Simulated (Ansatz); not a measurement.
Hf under a change: tensor shear ε_xz = +0.86 %

Start from Hf in the hcp (Mg type) structure (space group P6_3/mmc, No. 194; a = 3.117 Å, c = 4.950 Å; relaxed with 0.1 eV smearing). Axes: x lies along a and z along c of the hexagonal cell.

Now apply this change: tensor shear ε_xz = +0.86 % (engineering shear γ = 0.0172), atoms relaxed at fixed cell.

The values are results of LDA/PAW in Ansatz (an electronic-structure program), no spin-orbit coupling, not measurements. Γ-centred 21×21×12 mesh, Fermi–Dirac width 0.1 eV.

* **Volume per atom**: 20.83 Å³ (base 20.83 Å³)
* **Space group**: C2/c (No. 15) (base P6_3/mmc (No. 194))
* **Shortest interatomic distance**: 3.039 Å (base 3.060 Å)
* **Energy relative to the base (free energy F)**: +0.8 meV/atom
* **Pressure (mean of the normal stresses, compression positive)**: 0.0 GPa (base 0.0 GPa)
* **Band gap**: zero (base zero)
* **Stress (xx, yy, zz, yz, xz, xy; compression positive)**: (0.0, 0.0, 0.0, 0.0, -0.8, 0.0) GPa

Final structure:

```
CELL_PARAMETERS angstrom
      3.11736     0.00000     0.02681
     -1.55868     2.69972    -0.01340
      0.04257     0.00000     4.95007
ATOMIC_POSITIONS crystal
  Hf 0.66667 0.33333 0.75000
  Hf 0.33333 0.66667 0.25000
```

The cells carry an imposed strain or load. Whether these cells are dynamically stable was not tested. The final runs are not spin-polarised.
